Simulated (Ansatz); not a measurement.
Antifluorite K₂S was calculated with PBE0 (Ansatz, a first-principles code, PAW).

Run with plane-wave cutoff 460 eV, 6×6×6 k mesh, Fermi–Dirac smearing 0.01 eV, scalar-relativistic PAW data made under PBE.

The cell has the measured lattice parameters. Conventional cell: a = 7.3910 Å, b = 7.3910 Å, c = 7.3910 Å, α = 90.00°, β = 90.00°, γ = 90.00°.

```xyz
3
Lattice="0.0000 3.6955 3.6955 3.6955 0.0000 3.6955 3.6955 3.6955 0.0000" Properties=species:S:1:pos:R:3 pbc="T T T"
K      1.8478     1.8478     1.8478
K      5.5433     5.5433     5.5433
S      0.0000     0.0000     0.0000
```

Q: List the 11 lowest band energies at Γ above −25 eV (eV, relative to the valence band maximum), grouping those that round alike.

A: At Γ: -13.81 (×3), -13.56 (×3), -10.65, -0.19 (×3), 4.02.

Note: the run warned that its exchange threshold was loose for the stress; cell and atoms aren't relaxed at this level (pressure 0.2 GPa).
